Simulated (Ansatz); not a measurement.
Total g(r) from a molecular-dynamics run [in the run: one k-point, which a denser mesh shifts by 0.1 GPa in pressure and 0.10 eV/Å in forces]. All values below come from PBE (plane waves, PAW; Ansatz, an electronic-structure program).

```
r (Å) | g(r)
     1.02 |  0.00
     1.14 |  0.00
     1.26 |  0.00
     1.38 |  0.00
     1.50 |  0.00
     1.62 |  0.00
     1.74 |  0.00
     1.86 |  0.00
     1.98 |  0.00
     2.10 | # 0.10
     2.22 | ########## 0.76
     2.34 | ###################### 1.64
     2.46 | ############################## 2.28
     2.58 | ######################## 1.86
     2.70 | ################### 1.46
     2.82 | ############### 1.13
     2.94 | ############## 1.03
     3.06 | ############ 0.89
     3.18 | ########### 0.86
     3.30 | ############ 0.90
     3.42 | ############ 0.90
     3.54 | ############# 0.95
     3.66 | ############# 1.00
     3.78 | ############## 1.04
     3.90 | ############# 1.01
     4.02 | ############## 1.05
     4.14 | ############# 1.00
     4.26 | ############# 0.99
     4.38 | ############# 0.97
     4.50 | ############# 0.96
     4.62 | ############# 0.96
     4.74 | ############ 0.95
     4.86 | ############ 0.94
     4.98 | ############# 0.97
     5.10 | ############# 0.98
     5.22 | ############# 1.00
```

### Question
Which system gave this curve?
(A) GaN (wurtzite), crystal, 667 K
(B) GaN (wurtzite), crystal, 1685 K (so hot that an open crystal may lose its volatile element)
(C) GaN (wurtzite), crystal, 1459 K (so hot that an open crystal may lose its volatile element)
(D) Si15As, liquid, 1681 K (no melting point cited, so perhaps supercooled)

### Answer
D, Si15As, liquid, 1681 K (no melting point cited, so perhaps supercooled)
